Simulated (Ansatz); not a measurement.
**Pressure series in GaSb**

Base system: GaSb in the zinc blende structure (space group F-43m, No. 216).

```yaml
crystal:
  lattice:
    - [0.00000, 3.10675, 3.10675]
    - [3.10675, 0.00000, 3.10675]
    - [3.10675, 3.10675, 0.00000]
  atoms:
    - { symbol: Sb, position: [0.75000, 0.75000, 0.75000] }
    - { symbol: Ga, position: [0.00000, 0.00000, 0.00000] }
```

Cell and atoms are relaxed at each pressure.

All numbers come from DFT with PBE, PAW potentials and a 420 eV plane-wave cutoff in Ansatz (a program for electronic structure), no SOC.

```tsv
pressure (GPa)	volume per atom (Å³/atom)
-2	31.555
0	29.986
1.8	?
4.2	27.739
9	25.993
18	23.784
30	21.842
45	20.173
60	18.951
```

**Question.** Fit the third-order Birch–Murnaghan form P(V) = (3B₀/2)[(V₀/V)^(7/3) − (V₀/V)^(5/3)]·[1 + (3/4)(B₀′ − 4)((V₀/V)^(2/3) − 1)] (squares taken in P) to the rows shown and predict the withheld row.

**Answer.** Least squares on the printed values gives V₀ = 29.986 Å³/atom, B₀ = 46.1 GPa, B₀′ = 4.5; this predicts 28.924 Å³/atom, and the run gives 28.905 Å³/atom, 0.019 lower.

Measured bulk modulus of GaSb: 57 GPa (temperature not stated; as listed in Cormac Toher et al., Physical Review Materials (2017)); the computed value is for a static lattice, so the two differ by thermal effects too.

Load acts through the strain it causes; cell and atoms are relaxed under it. No phonon test of stability was made. Tetrahedral semiconductors of this kind turn to denser phases somewhere between about 1 and 50 GPa; those were not computed, so compressed cells here can lie past the real transition. All final runs are without spin polarisation.
